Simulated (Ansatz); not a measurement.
The reference is InSb in the zinc blende structure (space group F-43m, No. 216; a = 6.556 Å).

Method: r2SCAN (Ansatz, a quantum-chemistry and plane-wave program, PAW, no spin-orbit coupling).

Base values:

The band gap comes out as zero. The pressure comes out as 0.0 GPa.

Now apply this change: the cell is scaled by 1.0100 in all directions; the atoms relax in the strained cell.

Task: Estimate the effect on the energy relative to the base.

Result: The energy rises by 4.1 meV/atom.

Task: What happens to the band gap?

Result: The band gap remains zero.

Task: Predict the new pressure.

Result: The pressure goes from zero to -1.2 GPa.

With Sb present, leaving out spin-orbit coupling can change the band edges. Whether these cells are dynamically stable was not tested. The final runs are not spin-polarised. Gaps under 0.05 eV, about the width of the smearing, are given as zero. A zero or small gap of InSb can be the functional's error rather than a property of the material.
